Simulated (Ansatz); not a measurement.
**Pressure series in KCl**

Consider KCl in the rock salt structure (space group Fm-3m, No. 225; a = 6.2923 Å).

Cell and atoms are relaxed at each pressure.

The values are results of r2SCAN, PAW, 500 eV (Ansatz, a quantum-chemistry and plane-wave program; no spin-orbit coupling), not measurements.

Candidates:
(a) pressure 7.5 GPa
(b) pressure −1 GPa
(c) pressure 5 GPa
(d) pressure 3 GPa

For the base:

```
Item        Value
--------  -------
Band gap  5.83 eV
```

Order them by band gap, lowest first.

(b) pressure −1 GPa (5.62 eV), (d) pressure 3 GPa (6.27 eV), (c) pressure 5 GPa (6.50 eV), (a) pressure 7.5 GPa (6.69 eV)

Load acts through the strain it causes; cell and atoms are relaxed under it. Stability against distortions was not tested. Competing high-pressure phases were not computed.
